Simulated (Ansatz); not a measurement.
**Input and output of a self-consistent single point for the (001) slab of Na3BrO (cut from a parent of space group no. 221; 10 atoms in the cell) (Ansatz, an electronic-structure program)**

Method of the run: PBEsol, default PAW files made with PBE (plane waves; Ansatz).

The input file:

Ansatz 0.2 input:
```yaml
crystal:
  lattice:
    - [4.510464, 0.000000, 0.000000]
    - [0.000000, 4.510464, 0.000000]
    - [0.000000, 0.000000, 20.765714]
  atoms:
    - { symbol: Na, position: [0.000000, 0.500000, 0.337094] }
    - { symbol: Na, position: [0.500000, 0.000000, 0.337094] }
    - { symbol: Na, position: [0.500000, 0.500000, 0.445697] }
    - { symbol: Br, position: [0.000000, 0.000000, 0.445697] }
    - { symbol: O, position: [0.500000, 0.500000, 0.337094] }
    - { symbol: Na, position: [0.000000, 0.500000, 0.554303] }
    - { symbol: Na, position: [0.500000, 0.000000, 0.554303] }
    - { symbol: Na, position: [0.500000, 0.500000, 0.662906] }
    - { symbol: Br, position: [0.000000, 0.000000, 0.662906] }
    - { symbol: O, position: [0.500000, 0.500000, 0.554303] }
basis:
  ecutwfc: 30.9 Ry
kpoints:
  mp_grid: { grid: [5, 5, 1] }
hamiltonian:
  xc: pbesol
  pseudopotentials: { kind: paw }
scf:
  occupations: { method: fermi_dirac, width: 0.0015 Ry }
output:
  forces: true
  eigenvalues: true
  stress: true
```

The program printed (abridged):

```
WARN ansatz: RAYON_NUM_THREADS=1 ignored (pool sized by the plan → 1); use --threads N
Pseudopotentials: kind: paw
Pseudopotential: Na, paw, valence charge 9
Pseudopotential: Br, paw, valence charge 7
Pseudopotential: O, paw, valence charge 6
Crystal: 10 atoms, lattice volume = 422.464 Å³
Basis set: ecut = 420.4159175005146 eV, 8317 PW (Γ), exchange–correlation on 64×64×288 points (8 copies of the dense FFT grid, shifted against one another)
Bands: 50, of which v1, the nominal top of the filled ones, is band 40 counted from 1 (39 counted from 0)
Symmetry: 8 space group operations
Space group: P4mm (ITA 99), of the structure as read, at distance tolerance 7.5e-5 Å
k-points: 6 of 25
PAW frozen core: Na, regenerated for the run's functional, and the local potential with it
PAW frozen core: Br, regenerated for the run's functional, and the local potential with it
PAW frozen core: O, regenerated for the run's functional, and the local potential with it
Initial density: superposition of atomic densities (neutral atoms: chi_scale 0, normalization atom), corrected by the library's trained network
Initial wavefunctions: pseudopotential atomic-orbital guess
Eigensolver: davidson
Functional: x = pbesol(κ = 0.804, μ = 0.12345679012345678), c = pbesol(β = 0.046)
SCF iter   1: F=—  HF=-15457.681442 eV  |F-HF|=—  |Δ(HF+E_count)|=         —  Δρ=3.70e-3  dr2=4.64e-2  ethr=1.77e-3  ⟨swp⟩=8.2  Hψ=1420  notcnv=0
all-band conjugate gradients solve this SCF's bands
preconditioner: auto → Resta (q_TF=auto, 2.067 Å⁻¹)
SCF iter   2: F=—  HF=-15457.669219 eV  |F-HF|=—  |Δ(HF+E_count)|=   1.22e-2  Δρ=1.66e-3  dr2=1.44e-2  ethr=5.80e-5  ⟨swp⟩=2.7  Hψ=492  notcnv=0  defer=16
SCF iter   3: F=—  HF=-15457.667145 eV  |F-HF|=—  |Δ(HF+E_count)|=   2.07e-3  Δρ=8.54e-4  dr2=2.83e-3  ethr=1.79e-5  ⟨swp⟩=2.0  Hψ=415  notcnv=0  defer=16
SCF iter   4: F=—  HF=-15457.667151 eV  |F-HF|=—  |Δ(HF+E_count)|=   6.23e-6  Δρ=3.06e-4  dr2=4.59e-4  ethr=3.53e-6  ⟨swp⟩=2.5  Hψ=375  notcnv=0  defer=16
SCF iter   5: F=—  HF=-15457.667403 eV  |F-HF|=—  |Δ(HF+E_count)|=   2.52e-4  Δρ=1.93e-4  dr2=1.45e-4  ethr=5.74e-7  ⟨swp⟩=3.2  Hψ=443  notcnv=0  defer=16
SCF iter   6: F=—  HF=-15457.667399 eV  |F-HF|=—  |Δ(HF+E_count)|=   3.66e-6  Δρ=3.10e-5  dr2=4.00e-6  ethr=1.81e-7  ⟨swp⟩=2.2  Hψ=401  notcnv=0  defer=16
SCF iter   7: F=—  HF=-15457.666485 eV  |F-HF|=—  |Δ(HF+E_count)|=   9.15e-4  Δρ=1.15e-5  dr2=5.18e-7  ethr=4.99e-9  ⟨swp⟩=2.0  Hψ=540  notcnv=0  defer=16
SCF iter   8: F=-15457.666486 eV  HF=-15457.666485 eV  |F-HF|=7.57e-8  |Δ(HF+E_count)|=   6.42e-7  Δρ=3.45e-6  dr2=5.04e-8  ethr=1.25e-10  ⟨swp⟩=15.5  Hψ=1419  notcnv=0
SCF 1 converged in 8 iterations: F = -15457.666486 eV  dr2 = 5.04e-8
SCF converged after 8 iterations
Free energy (F): -15457.666486 eV
Harris-Foulkes:  -15457.666485 eV  (|F-HF|=7.57e-8)
Internal energy: -15457.666486 eV  (E = F + TS)
E sigma→0 (E₀):  -15457.666486 eV
Fermi energy:    0.336733 eV
--- Per-component energies (eV) ---
  E_band       = -1611.415304
  E_kinetic    = 1342.444212
  E_local      = -41776.201475  (includes V_loc(G=0)·N_el)
  E_nonlocal   = 934.061841
  E_hartree    = 19455.661238
  E_xc         = -902.471610
  E_vxc        = -696.914128  (∫ρ·V_xc dr)
  E_paw        = -6229.478574  (= ΣΔE_a)
  E_vpaw       = -326.127649  (= ΣTr[D̂ρ^β])
  E_aug_tail   = 0.004650  (compensation charges beyond the density's cutoff)
  E_ewald      = 11717.729952
  E_core_change = 0.583279  (= ΣΔE_core)
  E_smearing   = -0.000000  (= −TS)
  E_closure    = -0.000000  (closes the sum)
  Σ components = -15457.666486   (vs F -15457.666486, Δ=0.00e0)
--- Forces (eV/Å), atoms counted from 1 ---
  atom   1  Na     0.00000000     0.00000000    -0.13116155
  atom   2  Na     0.00000000     0.00000000    -0.13116155
  atom   3  Na     0.00000000     0.00000000     0.00941071
  atom   4  Br    -0.00000000     0.00000000    -0.05746689
  atom   5  O      0.00000000     0.00000000     0.19766237
  atom   6  Na     0.00000000     0.00000000     0.03495276
  atom   7  Na    -0.00000000     0.00000000     0.03495276
  atom   8  Na     0.00000000     0.00000000    -0.12185420
  atom   9  Br     0.00000000     0.00000000     0.04935281
  atom  10  O      0.00000000     0.00000000     0.11536272
  max |Σ_I F_I| component: 4.99e-5 eV/Å
--- Stress (GPa, compression-positive) ---
       -0.336673       0.000000      -0.000000
        0.000000      -0.336673       0.000000
       -0.000000       0.000000       0.089382
  P = ⅓ Tr σ = -0.1947 GPa (-1.947 kbar)
  The stress holds the Pulay correction. Without it, at fixed plane waves, as pw.x and ABINIT print it: P = -0.2573 GPa
--- Band table (eV; the first three rows and the last of 6) ---
  k-point 0: bands = ["-51.8197", "-50.7514", "-50.7396", "-50.5749", "-50.5622", "-50.5558", "-23.9239", "-23.9239", "-23.8577", "-22.9465", "-22.9465", "-22.9211", "-22.8959", "-22.7567", "-22.7506", "-22.7506", "-22.7304", "-22.7304", "-22.7276", [...]
  k-point 1: bands = ["-51.8196", "-50.7502", "-50.7407", "-50.5736", "-50.5633", "-50.5559", "-23.9252", "-23.9237", "-23.8579", "-22.9455", "-22.9439", "-22.9190", "-22.8986", "-22.7605", "-22.7471", "-22.7466", "-22.7354", "-22.7313", "-22.7200", [...]
  k-point 2: bands = ["-51.8196", "-50.7472", "-50.7436", "-50.5704", "-50.5664", "-50.5560", "-23.9273", "-23.9235", "-23.8582", "-22.9435", "-22.9396", "-22.9134", "-22.9052", "-22.7620", "-22.7426", "-22.7405", "-22.7386", "-22.7336", "-22.7215", [...]
  k-point 5: bands = ["-51.8196", "-50.7459", "-50.7448", "-50.5687", "-50.5674", "-50.5566", "-23.9264", "-23.9263", "-23.8589", "-22.9880", "-22.9111", "-22.9087", "-22.8956", "-22.8044", "-22.7859", "-22.7584", "-22.7574", "-22.7094", "-22.7079", [...]
```

The run converged in 8 iterations.

The starting cell comes from a database of computed structures (which also holds hypothetical and non-ambient phases and stackings), without a prior relaxation at this level. The slab is cut from that crystal, and its faces are unrelaxed. Its lattice was rescaled by up to half a per cent. Spin polarisation is off, though cut faces can carry moments; a gap of a slab can lie between surface states. The two faces of this cut differ, and no dipole correction was used.
